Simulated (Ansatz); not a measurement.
Take SiC in the wurtzite structure (space group P6_3mc, No. 186; a = 3.076 Å, c = 5.048 Å) as the base. Axes: x lies along a and z along c of the hexagonal cell.

Method: Ansatz (a program for electronic structure) PBEsol, no spin-orbit coupling.

For the base:

```
Item                             Value
-----------------------------  -------
Smallest direct gap            3.86 eV
Shortest interatomic distance  1.883 Å
```

Now apply this change: uniaxial strain ε_xx = +2.40 %, all other strain components held at zero; the atoms relax in the strained cell.

Question: What happens to the smallest direct gap?

Answer: The smallest direct gap shrinks by 0.25 eV (3.86 eV → 3.61 eV).

Question: Estimate the effect on the shortest interatomic distance.

Answer: The shortest interatomic distance rises by 0.009 Å to 1.892 Å.

Question: Predict the new energy relative to the base.

Answer: The energy grows by 9.0 meV/atom.

Stability against distortions was not tested.
